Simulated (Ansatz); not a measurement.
Take SiSe$_{2}$ (space group Ibam, No. 72; made of chains) as the base.

```
SiSe2
1.0
   -3.30744     5.63456     2.96628
    3.30744    -5.63456     2.96628
    3.30744     5.63456    -2.96628
Se Si
4 2
Cartesian
  2.05619   4.39667   0.00000
 -2.05619   4.39667   2.96628
  5.36364   1.23789   0.00000
  1.25125   1.23789   2.96628
  0.00000   0.00000   1.48314
  0.00000   0.00000   4.44942
```

Cartesian axes are those of the cell as printed.

Computed with PBE (Ansatz, a quantum-chemistry and plane-wave program, PAW, spin-orbit coupling left out).

Strains are applied to the cell and any free atomic positions relax; under biaxial strain the out-of-plane vector relaxes too; under stress the whole cell relaxes.

One change was made to it. Results:

The band gap shrinks by 0.116 eV (2.21 eV → 2.10 eV); the smallest direct gap decreases by 0.13 eV, from 2.37 eV to 2.24 eV.

Question: Which change produced these results?
A. uniaxial stress, 2 GPa tension along z
B. biaxial strain −3.83 %, plane normal [001], relaxed out of plane
C. uniaxial strain ε_xx = −5.83 %

Answer: B, biaxial strain −3.83 %, plane normal [001], relaxed out of plane. For comparison, the smallest direct gap in the other runs: uniaxial strain ε_xx = −5.83 % gives 2.33 eV; uniaxial stress, 2 GPa tension along z gives 2.39 eV.

A biaxial case was relaxed in a doubled cell and then solved in the primitive one. Beyond what the load breaks, stability against distortions was not tested. No dispersion term is included, though the crystal is made of layers, chains or molecules, so its spacings can come out too wide.
